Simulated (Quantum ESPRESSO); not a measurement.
Troubleshooting Quantum ESPRESSO: a failed run on CuTe (Pmmn, 4 atoms in the cell). The aim is a self-consistent single point with DFT, PBEsol, plane waves, PSlibrary PAW (PBE) pseudopotentials.

Cell that was meant: a = 3.8697 Å, b = 5.4420 Å, c = 3.9025 Å, α = 90.00°, β = 90.00°, γ = 90.00°.

Part of the input:

```fortran
Te    0.00000000    0.00000000    0.21718000
Te    0.50000000    0.50000000    0.78282000
K_POINTS automatic
7 5 7
```

Log, with long lists cut:

```
     This program is part of the open-source Quantum ESPRESSO suite
     for quantum simulation of materials; please cite

 %%%%%%%%%%%%%%%%%%%%%%%%%%%%%%%%%%%%%%%%%%%%%%%%%%%%%%%%%%%%%%%%%%%%%%%%%%%%%%
     Error in routine card_kpoints (1):
      end of file while reading automatic k points
 %%%%%%%%%%%%%%%%%%%%%%%%%%%%%%%%%%%%%%%%%%%%%%%%%%%%%%%%%%%%%%%%%%%%%%%%%%%%%%

     stopping ...
```

**Question.** Read the log: what does the program object to, and what is the fix?

**Answer.** The fault is an automatic mesh without its three shifts. The card takes six integers. To fix it, add the shifts. The program stopped before any SCF iteration.

An input that runs soundly differs in these lines (not the only fix; some lines may just follow from the change or write a value another way):
```diff
-7 5 7
+7 5 7  0 0 0
```

With that input, the run converged in 9 iterations: free energy E − TS -15436.4328 eV; Fermi level (on the code's own zero) 8.90 eV; pressure -4.09 GPa; largest force (vector length) 0.097 eV/Å (DFT, PBEsol, plane waves, PSlibrary PAW (PBE) pseudopotentials).

On the sound input: the starting cell comes from a database of computed structures (which also holds hypothetical and non-ambient phases and stackings), without a prior relaxation at this level. Spin polarisation is off. With a pressure of about -4 GPa the cell is away from its equilibrium volume at this level. The run gives no clean gap (levels at the Fermi energy touch, overlap or are partly filled at this smearing), which alone does not show that the compound is a metal.
